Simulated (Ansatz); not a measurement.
# BAs (model structure, started from the BeO type, P4₂/mnm, No. 136, 8 atoms in the cell): properties by level of theory

```tsv
level (code)	equilibrium lattice constant a (Å)	lattice parameter c (Å)	bulk modulus B0 (GPa)	cohesive energy (eV/atom)	band gap (eV)
LDA (Ansatz)	5.793	3.337	135	5.48	0.58
PBEsol (Ansatz)	5.837	3.362	129	4.95	0.61
r²SCAN (Ansatz)	5.857	3.371	129	4.50	0.89
```

Computed values are for a static lattice. Levels without +SOC have no spin–orbit coupling; where heavier elements are present it shifts gaps, mostly down, and can invert bands.  Each level is taken at its own relaxed cell. Cutoffs differ between the levels. Ansatz's density-functional and Hartree–Fock values are scalar-relativistic unless marked +SOC, with PAW data made under PBE.

Caveats: the bulk modulus is −V dP/dV from two relaxed cells at ±2 % in volume (LDA, PBEsol, r²SCAN). Ansatz's density-functional and Hartree–Fock values are scalar-relativistic unless marked +SOC, with PAW data made under PBE.

Free atoms are spin-polarised, in the lowest state found; at levels without +SOC their spin–orbit coupling is left out.

A model structure was made by putting elements into a prototype or built by hand; it is no filed structure, need not be a known phase, and can be a saddle point held by its symmetry.

Ansatz is a first-principles code.
